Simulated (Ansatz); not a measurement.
**AlCdNO (model structure, started from the AlSiCN type, P3m1, No. 156, 4 atoms in the cell)**

All values below come from r²SCAN in Ansatz (plane waves, PAW).

Run with plane-wave cutoff 560 eV, 12×12×6 k mesh (along the axes of the cell as run), Fermi–Dirac smearing 0.01 eV, scalar-relativistic PAW data made under PBE.

Cell (relaxed with PBEsol):

```cif
data_AlCdNO
_chemical_formula_sum 'Al1 Cd1 O1 N1'
_space_group_name_H-M_alt 'P3m1'
_space_group_IT_number 156
_space_group_name_Hall 'P 3 -2"'
_cell_length_a 3.21631
_cell_length_b 3.21631
_cell_length_c 5.62249
_cell_angle_alpha 90.000
_cell_angle_beta 90.000
_cell_angle_gamma 120.000
loop_
_atom_site_label
_atom_site_type_symbol
_atom_site_symmetry_multiplicity
_atom_site_Wyckoff_symbol
_atom_site_fract_x
_atom_site_fract_y
_atom_site_fract_z
_atom_site_occupancy
Al1 Al 1 b 0.33333 0.66667 0.49981 1
Cd1 Cd 1 c 0.66667 0.33333 0.97609 1
O1 O 1 b 0.33333 0.66667 0.18199 1
N1 N 1 c 0.66667 0.33333 0.59210 1
```

| Quantity | Value |
|---|---|
| band gap | 1.83 eV |

Note: the relaxation could raise the start's symmetry but not lower it, so the cell can be a saddle point; cell and atoms aren't relaxed at this level (largest force component 0.23 eV/Å, pressure 0.5 GPa).

Spin–orbit coupling is not included.

A model structure was made by putting elements into a prototype or built by hand; it is no filed structure, need not be a known phase, and can be a saddle point held by its symmetry.

Ansatz is a program for electronic structure.
